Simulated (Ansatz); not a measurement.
**HfO2 (space group Pca2_1, No. 29)**

```yaml
crystal:
  lattice:
    - [5.24718, 0.00000, 0.00000]
    - [0.00000, 5.03060, 0.00000]
    - [0.00000, 0.00000, 5.05984]
  atoms:
    - { symbol: Hf, position: [0.03246, 0.26701, 0.24857] }
    - { symbol: Hf, position: [0.96754, 0.73299, 0.74857] }
    - { symbol: Hf, position: [0.53246, 0.73299, 0.24857] }
    - { symbol: Hf, position: [0.46754, 0.26701, 0.74857] }
    - { symbol: O, position: [0.36706, 0.06999, 0.10889] }
    - { symbol: O, position: [0.63294, 0.93001, 0.60889] }
    - { symbol: O, position: [0.86706, 0.93001, 0.10889] }
    - { symbol: O, position: [0.13294, 0.06999, 0.60889] }
    - { symbol: O, position: [0.23211, 0.53888, 0.99853] }
    - { symbol: O, position: [0.76789, 0.46112, 0.49853] }
    - { symbol: O, position: [0.73211, 0.46112, 0.99853] }
    - { symbol: O, position: [0.26789, 0.53888, 0.49853] }
```

Computed with r2SCAN (Ansatz, a program for electronic structure), scalar-relativistic without spin-orbit coupling, earlier PAW set. k-mesh 5×5×5 (Γ-centred); smearing 0.05 eV (Fermi–Dirac).

- Volume per atom = 11.13 Å³
- Density = 10.47 g/cm³
- Band gap = 4.97 eV, indirect, Γ → k = (0.200, 0.400, 0.400) in the run's primitive reciprocal basis
- Total energy = -5625.699 eV/atom (σ→0; compares only within this code and set-up)

With Hf present, leaving out spin-orbit coupling can change the band edges. Whether these cells are dynamically stable was not tested. This is not the structure that HfO2 has at room temperature and ambient pressure.
